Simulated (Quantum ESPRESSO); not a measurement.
A working Quantum ESPRESSO input for YSbO₄ (P-1, 24 atoms in the cell) (DFT, LDA (PZ), plane waves, GBRV 1.5 ultrasoft (LDA) pseudopotentials):

```fortran
&control
    calculation = 'scf'
    prefix = 'pwscf'
    outdir = './tmp'
    pseudo_dir = './'
    tprnfor = .true.
    tstress = .true.
/
&system
    ibrav = 0
    nat = 24
    ntyp = 3
    ecutwfc = 40
    ecutrho = 320
    occupations = 'fixed'
    nbnd = 104
/
&electrons
    conv_thr = 1.0d-10
/
ATOMIC_SPECIES
Y     88.9058  y_lda_v1.4.uspp.F.UPF
Sb   121.7600  sb_lda_v1.4.uspp.F.UPF
O     15.9990  o_lda_v1.2.uspp.F.UPF
ATOMIC_POSITIONS crystal
Y     0.73546000    0.61149000    0.13407000
Y     0.26454000    0.38851000    0.86593000
Y     0.78604000    0.10729000    0.15734000
Y     0.21396000    0.89271000    0.84266000
Sb    0.76150000    0.19544000    0.66373000
Sb    0.23850000    0.80456000    0.33627000
Sb    0.27574000    0.30717000    0.33645000
Sb    0.72426000    0.69283000    0.66355000
O     0.91279000    0.69142000    0.43569000
O     0.08721000    0.30858000    0.56431000
O     0.38720000    0.55966000    0.32841000
O     0.61280000    0.44034000    0.67159000
O     0.13112000    0.06057000    0.33192000
O     0.86888000    0.93943000    0.66808000
O     0.59766000    0.19563000    0.43298000
O     0.40234000    0.80437000    0.56702000
O     0.96053000    0.17361000    0.88475000
O     0.03947000    0.82639000    0.11525000
O     0.49149000    0.32410000    0.11296000
O     0.50851000    0.67590000    0.88704000
O     0.52965000    0.87739000    0.18498000
O     0.47035000    0.12261000    0.81502000
O     0.00943000    0.38080000    0.16962000
O     0.99057000    0.61920000    0.83038000
K_POINTS automatic
3 2 2  0 0 0
CELL_PARAMETERS angstrom
   5.30250400     0.00000000     0.00000000
   0.03821000     7.40871800     0.00000000
   0.24886200     1.16812400     7.42037000
```

The run converged in 16 iterations: free energy E − TS -22151.8199 eV; top of the valence band (on the code's own zero) 9.24 eV; gap on the k-point mesh 2.89 eV; pressure 2.04 GPa; largest force (vector length) 0.547 eV/Å. Each of these slips is then made, one at a time:

(1)
```diff
-O     0.99057000    0.61920000    0.83038000
+O1     0.99057000    0.61920000    0.83038000
```

(2)
```diff
-3 2 2  0 0 0
+3 2 2
```

Problem. Predict the outcome of each change.

Solution. 
(1) An atom label that is not in the list of species. The program stopped before any SCF iteration.
```
Error in routine read_cards (24):
species O1 in ATOMIC_POSITIONS is nonexistent
```

(2) An automatic mesh without its three shifts. The program stopped before any SCF iteration.
```
Error in routine card_kpoints (1):
end of file while reading automatic k points
```

The starting cell comes from a database of computed structures (which also holds hypothetical and non-ambient phases and stackings), without a prior relaxation at this level. Its lattice was rescaled by a random factor within 2.5 % of one. Spin-orbit coupling is off.

Left out of this page: 3 runs of the series outside the window shown, repeating another row's setting, or not comparable; 1 run of the series stopped by limits of time or memory.
